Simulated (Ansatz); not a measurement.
Lu in the hcp (Mg type) structure (space group P6_3/mmc, No. 194)

```yaml
crystal:
  lattice:
    - [3.50707, 0.00000, 0.00000]
    - [-1.75353, 3.03721, 0.00000]
    - [0.00000, 0.00000, 5.46215]
  atoms:
    - { symbol: Lu, position: [0.33333, 0.66667, 0.75000] }
    - { symbol: Lu, position: [0.66667, 0.33333, 0.25000] }
```

Method: PBE in Ansatz (plane waves to 420 eV, PAW, no SOC), earlier PAW set. k-mesh 15×15×9 (Γ-centred); smearing 0.05 eV (Fermi–Dirac).

```yaml
volume_per_atom: 29.09 Å³
density: 9.99 g/cm³
band_gap: zero
total_energy: -14733.105 eV/atom (σ→0; compares only within this code and set-up)
```

Stability against distortions was not tested.

Ansatz is an electronic-structure program.
